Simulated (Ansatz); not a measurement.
Start from TaO$_{2}$ in the rutile structure (space group P4_2/mnm, No. 136; a = 4.950 Å, c = 2.852 Å; a cell from a computed database, its experimental status unchecked). Axes: x, y, z lie along a, b, c of the conventional cell.

Level of theory: DFT with PBEsol, PAW potentials and a 420 eV plane-wave cutoff in Ansatz (a first-principles code), no spin-orbit coupling.

For the base:

| Quantity | Result |
|---|---|
| Pressure | 0.0 GPa |
| Shortest interatomic distance | 2.007 Å |

One thing is altered: tensile biaxial strain of 1.19 % in the plane normal to [001], as in epitaxy on a mismatched substrate; the out-of-plane cell vector and the atoms relax.

Question: What does the calculation give for the pressure and shortest interatomic distance after the change?

Answer: The pressure (mean of the normal stresses, compression positive) goes from zero to -3.8 GPa; the shortest interatomic distance goes up by 0.017 Å to 2.024 Å.

Without a gap, meshes like the base's 10×10×16 leave anisotropic stresses uncertain by several tenths of a GPa, and small strain energies with them. Stability against distortions was not tested. No Hubbard U is applied, and correlation can decide whether such a compound is a metal. All final runs are without spin polarisation.
